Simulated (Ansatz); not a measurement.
Cell of bcc Nb (0 0 1) on rutile SnO2 (1 1 0) (film strained to the substrate, started from cuts of the bulks and a machine-learned relaxation; slabs Sn8O16 and Nb12, which can lie off the formulas), relaxed at this level with a, b, gamma of the cell held:

```xyz
36
Lattice="6.8236 -0.0029 0.2155 -0.0012 3.2374 0.0818 3.0485 -0.7299 24.3519" Properties=species:S:1:pos:R:3 pbc="T T T"
Sn     3.6689     0.3733     1.9079
Sn     7.1078     1.9747     2.5049
O      6.9945     0.3251     3.6754
O      5.1415     1.9920     1.9531
O      2.2994     1.9843     2.2009
O      7.2508     0.4044     0.8491
Sn     7.0167     0.2695     5.7724
Sn     3.6247     1.8959     5.4790
O      3.5848     0.2411     6.7970
O      1.5218     1.8935     5.5213
O      5.7095     1.8909     5.6905
O      3.7180     0.3131     4.0888
Sn     3.4727     0.1831     8.8990
Sn     6.9045     1.7970     9.1890
O      7.0421     0.1445    10.4415
O      4.7945     1.7971     9.1472
O      2.1812     1.8025     8.8945
O      6.9050     0.2133     7.8211
Sn     6.7268     0.0869    12.5549
Sn     3.5214     1.7077    12.4098
O      3.9943     0.0492    13.8470
O      1.9465     1.6695    13.7630
O      5.4897     1.7185    12.0558
O      3.1295     0.1212    11.1343
Nb     7.0590     1.5743    17.0784
Nb     3.6258     1.5706    17.0894
Nb     8.9639     0.0122    15.3297
Nb     5.2134     0.0016    15.5050
Nb     6.9036     1.4503    20.4367
Nb     3.5353     1.4491    20.3614
Nb     8.6767    -0.1016    18.7189
Nb     5.3161    -0.1056    18.6807
Nb     6.9052     1.3374    23.6079
Nb     3.2318     1.3347    23.5856
Nb     8.5397    -0.2273    22.0217
Nb     5.1579    -0.2292    22.0201
```

These are PBE (plane waves to 420 eV, PAW; Ansatz, a first-principles code) values and carry that method's errors. No spin–orbit coupling; the runs are not spin-polarised. Its k-point mesh 5×10×1, Fermi–Dirac width 0.05 eV.

Q: Give the plane-averaged electrostatic potential energy of an electron along the normal (the smooth PAW potential), about its mean over the cell.

A: (z (Å), V (eV)): (0.000, 4.01); (0.269, 5.24); (0.404, 5.27); (0.674, 5.02); (0.808, 4.72); (1.078, 3.70); (1.213, 2.82); (1.482, 0.36); (1.617, -0.81); (1.886, -1.63); (2.021, -1.42); (2.291, -0.05); (2.425, 0.98); (2.695, 3.20); (2.830, 4.08); (3.099, 5.04); (3.234, 5.47); (3.503, 5.24); (3.638, 5.14); (3.908, 5.45); (4.042, 5.83); (4.312, 5.70); (4.447, 5.06); (4.716, 3.01); (4.851, 1.43); (5.120, -0.75); (5.255, -1.18); (5.525, -1.38); (5.659, -1.17); (5.929, 0.31); (6.064, 1.57); (6.333, 3.57); (6.468, 4.56); (6.737, 6.18); (6.872, 6.85); (7.142, 7.21); (7.276, 7.16); (7.546, 6.10); (7.681, 5.38); (7.950, 3.44); (8.085, 2.33); (8.354, 0.19); (8.489, -0.66); (8.758, -1.21); (8.893, -1.27); (9.163, -1.00); (9.297, -0.33); (9.567, 2.34); (9.702, 3.54); (9.971, 5.38); (10.106, 5.90); (10.375, 6.64); (10.510, 6.64); (10.780, 6.43); (10.914, 6.08); (11.184, 4.36); (11.319, 2.78); (11.588, -0.23); (11.723, -0.79); (11.992, 0.29); (12.127, 1.54); (12.397, 3.13); (12.531, 3.05); (12.801, 2.10); (12.936, 2.27); (13.205, 2.65); (13.340, 2.70); (13.609, 2.34); (13.744, 2.44); (14.014, 3.30); (14.148, 3.59); (14.418, 2.25); (14.553, 0.07); (14.822, -4.69); (14.957, -6.51); (15.226, -7.79); (15.361, -7.14); (15.631, -4.00); (15.765, -2.18); (16.035, -0.34); (16.169, -0.91); (16.439, -4.15); (16.574, -5.92); (16.843, -7.81); (16.978, -7.56); (17.247, -4.96); (17.382, -3.19); (17.652, -1.14); (17.786, -1.61); (18.056, -4.76); (18.191, -6.43); (18.460, -8.00); (18.595, -7.54); (18.864, -4.46); (18.999, -2.43); (19.269, 0.41); (19.403, 0.29); (19.673, -2.83); (19.808, -4.87); (20.077, -7.74); (20.212, -8.05); (20.481, -6.18); (20.616, -4.42); (20.886, -1.35); (21.020, -1.04); (21.290, -3.35); (21.425, -5.14); (21.694, -7.65); (21.829, -7.83); (22.098, -5.87); (22.233, -4.18); (22.503, -1.51); (22.637, -1.49); (22.907, -4.25); (23.042, -6.10); (23.311, -8.38); (23.446, -8.29); (23.715, -5.40); (23.850, -2.96); (24.119, 2.24)
